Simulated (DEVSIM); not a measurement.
System: illuminated Si p-on-n cell, one wavelength, at 350 K.

Layer 1 from the left is Si, thickness (μm) 0.230, Na (cm⁻³) 1.8e18, τn (s) 0.00025, τp (s) 1.2e-5, absorption coefficient (cm⁻¹) 19000. Layer 2 from the left is Si, thickness (μm) 15.0, Nd (cm⁻³) 2.8e17, τn (s) 0.00026, τp (s) 0.00026, absorption coefficient (cm⁻¹) 19000.

Left contact: ohmic, minority electron recombination velocity 1e5 cm/s. Right contact: ohmic, minority hole recombination velocity 3000 cm/s. Voltage is applied to the left contact. Recombination: SRH at mid-gap, radiative, Auger. Light enters at the left, 1e17 photons cm⁻² s⁻¹, one pass, no reflection. Mobility is constant in doping.

This is a model device: material constants are rounded textbook-type values typed into the input, and sizes, dopings and lifetimes were drawn at random. Values at 300 K; Nc and Nv go as T^1.5, mobilities as T to minus their exponent, the gap by Varshni's rule with the affinity fixed.

Si: gap (eV) 1.124, affinity (eV) 4.05, permittivity 11.7, Nc (cm⁻³) 2.86e19, Nv (cm⁻³) 3.1e19, μn (cm²/Vs) 1417, μp (cm²/Vs) 470, T exponent of μn 2.3, T exponent of μp 2.2, B (cm³/s) 4.7e-15, Cn (cm⁶/s) 2.8e-31, Cp (cm⁶/s) 9.9e-32, Varshni α (eV/K) 0.000473, Varshni β (K) 636.

Simulated with DEVSIM: 1D drift-diffusion, Boltzmann statistics, complete ionisation; no tunnelling, impact ionisation, image-force lowering or self-heating.

Q: What does the simulation give for the dark forward voltage at 100 A/cm², the dark forward voltage at 1 A/cm², the short-circuit current?

A: dark forward voltage at 100 A/cm² 0.758 V; dark forward voltage at 1 A/cm² 0.616 V; short-circuit current 15.7 mA/cm².
